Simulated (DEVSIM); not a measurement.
Device: Schottky contact on p-type GaP, at 400 K.

| layer (left to right) | material | thickness (μm) | Na (cm⁻³) | τn (s) | τp (s) |
|---|---|---|---|---|---|
| 1 | GaP | 0.360 | 1.1e15 | 1.6e-6 | 1.6e-6 |

Left contact: Schottky, work function 4.78 eV, emission velocity 8e6 cm/s. Right contact: ohmic. Voltage is applied to the left contact. Recombination: SRH at mid-gap, radiative, Auger. Mobility is constant in doping.

The device is made up for the run: typed textbook-type constants, with dimensions and the other settings drawn at random. Values at 300 K; Nc and Nv go as T^1.5, mobilities as T to minus their exponent, the gap by Varshni's rule with the affinity fixed.

```tsv
parameter	GaP
gap (eV)	2.26
affinity (eV)	3.8
permittivity	11.1
Nc (cm⁻³)	1.8e19
Nv (cm⁻³)	1.9e19
μn (cm²/Vs)	250
μp (cm²/Vs)	150
T exponent of μn	1.6
T exponent of μp	1.98
B (cm³/s)	1e-13
Cn (cm⁶/s)	1e-30
Cp (cm⁶/s)	1e-30
Varshni α (eV/K)	0.00058
Varshni β (K)	372
```

Model (solved in DEVSIM): 1D drift-diffusion, Boltzmann statistics, complete ionisation; no tunnelling, impact ionisation, image-force lowering or self-heating. Metal contacts follow the ideal Schottky-Mott rule: no Fermi-level pinning, no interface dipoles.

Task: Tabulate band edges, carrier densities and field at zero bias.

Result: Energies count from the Fermi level of the right contact; mesh points crowd at the junctions.

```csv
x (μm),Ec (eV),Ev (eV),n (cm⁻³),p (cm⁻³),field (V/cm)
0.000,0.980,-1.238,1.2e7,7500,28000
0.005372,0.995,-1.222,8100000,12000,28000
0.01178,1.013,-1.205,4800000,19000,28000
0.01942,1.034,-1.184,2600000,36000,27000
0.03266,1.070,-1.147,920000,100000,27000
0.04432,1.102,-1.116,370000,260000,27000
0.05824,1.139,-1.078,120000,760000,27000
0.08234,1.203,-1.014,19000,4800000,26000
0.1036,1.259,-0.959,3800,2.4e7,26000
0.1289,1.324,-0.894,580,1.6e8,26000
0.1591,1.400,-0.817,< 1e2,1.5e9,25000
0.2009,1.503,-0.715,< 1e2,2.9e10,24000
0.2311,1.575,-0.642,< 1e2,2.4e11,24000
0.2564,1.635,-0.583,< 1e2,1.3e12,23000
0.2815,1.692,-0.525,< 1e2,7.1e12,23000
0.2987,1.731,-0.486,< 1e2,2.2e13,22000
0.3131,1.764,-0.454,< 1e2,5.6e13,22000
0.3252,1.790,-0.427,< 1e2,1.2e14,22000
0.3389,1.820,-0.397,< 1e2,2.9e14,22000
0.3468,1.838,-0.380,< 1e2,4.8e14,22000
0.3534,1.852,-0.365,< 1e2,7.3e14,22000
0.3600,1.866,-0.351,< 1e2,1.1e15,22000
```
